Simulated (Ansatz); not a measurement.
Start from Co in the hcp (Mg type) structure (space group P6_3/mmc, No. 194; a = 2.494 Å, c = 4.037 Å; ferromagnetic; relaxed with 0.1 eV smearing). Axes: x lies along a and z along c of the hexagonal cell.

All numbers come from Ansatz (a first-principles code), PBE, PAW, cutoff 420 eV, no spin-orbit coupling.

For the base:

```
Quantity            Value
---------------  --------
Volume per atom  10.87 Å³
```

The change: tensile biaxial strain of 1.20 % in the plane normal to [001], as in epitaxy on a mismatched substrate; the out-of-plane cell vector and the atoms relax.

**Question.** What does the calculation give for the volume per atom after the change?

**Answer.** The volume per atom grows by 0.19 Å³ (10.87 Å³ → 11.06 Å³).

The magnetic state is the one reached from the starting moments; the real material's order can differ, and small cells can't hold many antiferromagnetic ones. Whether these cells are dynamically stable was not tested.
